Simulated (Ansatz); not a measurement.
Base system: C (space group I4/mmm, No. 139; a = 4.356 Å, c = 2.499 Å; a model cell, its experimental status unchecked). Axes: x, y, z lie along a, b, c of the conventional cell.

Levels (all Ansatz, a quantum-chemistry and plane-wave program, PAW): PBEsol (420 eV, no spin-orbit coupling); HSE06 (420 eV, spin-orbit coupling left out).

Its gap is 2.27 eV with PBEsol and 3.50 eV with HSE06.

Modification: compressive biaxial strain of 0.91 % in the plane normal to [001], as in epitaxy on a mismatched substrate; the out-of-plane cell vector and the atoms relax.

With PBEsol the gap becomes 2.19 eV.

Task: If the HSE06 correction stayed the same, what would the HSE06 gap be, and what does the HSE06 run give?

Result: A rigid correction of +1.23 eV gives 3.42 eV. The HSE06 run gives 3.43 eV, so the two effects roughly add.

A biaxial case was relaxed in a doubled cell and then solved in the primitive one. Single points use the geometry relaxed with PBEsol. HSE06 gaps are upper bounds (no full band path). Whether these cells are dynamically stable was not tested. This is not the structure that C has at room temperature and ambient pressure.
